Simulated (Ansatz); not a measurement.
CsCl-type GaNi, treated with PBEsol in Ansatz (plane waves, PAW).

Settings: plane-wave cutoff 520 eV, 20×20×20 k mesh, Fermi–Dirac smearing 0.05 eV, no spin polarisation, scalar-relativistic PAW data made under PBE.

Cell (relaxed at this level):

```
CELL_PARAMETERS angstrom
      2.87314     0.00000     0.00000
      0.00000     2.87314     0.00000
      0.00000     0.00000     2.87314
ATOMIC_POSITIONS crystal
  Ga 0.00000 0.00000 0.00000
  Ni 0.50000 0.50000 0.50000
```

What does this level give for the bulk modulus?


* **bulk modulus**: 177 GPa

The run finds no gap.

Note: the bulk modulus is −V dP/dV from two relaxed cells at ±2 % in volume.

The computed numbers hold no vibrational or temperature effects.

Ansatz is a program for electronic structure.
